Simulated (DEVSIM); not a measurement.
## GaAs p-n junction from an implanted or diffused profile

Structure: GaAs p-n junction from an implanted or diffused profile, at 300 K.

```tsv
layer (left to right)	material	thickness (μm)	Nd (cm⁻³)	τn (s)	τp (s)
1	GaAs	7.20	4.1e15	6.8e-10	6.8e-10
```

Added acceptor profile: 9.2e17 cm⁻³ × exp(−(x − 0.11 μm)²/(2·(0.072 μm)²)). Left contact: ohmic. Right contact: ohmic. Voltage is applied to the left contact. Recombination: SRH at mid-gap, radiative, Auger. Mobility is constant in doping.

Constants are typed, rounded textbook-type inputs, not results; the design itself was drawn at random and stands for no fabricated device. Values at 300 K.

```
parameter        GaAs
-------------  ------
gap (eV)        1.424
affinity (eV)    4.07
permittivity     12.9
Nc (cm⁻³)      4.7e17
Nv (cm⁻³)        9e18
μn (cm²/Vs)      8500
μp (cm²/Vs)       400
B (cm³/s)       2e-10
Cn (cm⁶/s)      1e-30
Cp (cm⁶/s)      1e-30
```

Model (solved in DEVSIM): 1D drift-diffusion, Boltzmann statistics, complete ionisation; no tunnelling, impact ionisation, image-force lowering or self-heating.

```yaml
potential_step_across_the_device_at_zero_bias: 1.212 V
Dark forward voltage at 1 A/cm²: 0.965 V
Dark forward voltage at 100 A/cm²: 1.117 V
```

Small-signal capacitance in reverse bias (quasi-static):

| V (V) | C (nF/cm²) |
|---|---|
| -0.04 | 17.3 |
| -0.1 | 16.9 |
| -0.2 | 16.3 |
| -0.3 | 15.7 |
| -0.4 | 15.2 |
| -0.6 | 14.3 |
| -0.8 | 13.5 |
| -1 | 12.9 |
| -1.3 | 12.1 |
| -1.6 | 11.4 |
| -2 | 10.7 |

Dark forward current:

| V (V) | J (A/cm²) |
|---|---|
| 0.05 | 1.6e-9 |
| 0.15 | 1.7e-8 |
| 0.25 | 1.3e-7 |
| 0.35 | 9.4e-7 |
| 0.45 | 7.0e-6 |
| 0.55 | 5.4e-5 |
| 0.65 | 0.00042 |
| 0.75 | 0.0035 |
| 0.85 | 0.036 |
| 0.95 | 0.61 |
| 1.05 | 16 |
| 1.15 | 210 |
| 1.25 | 910 |
| 1.35 | 2200 |
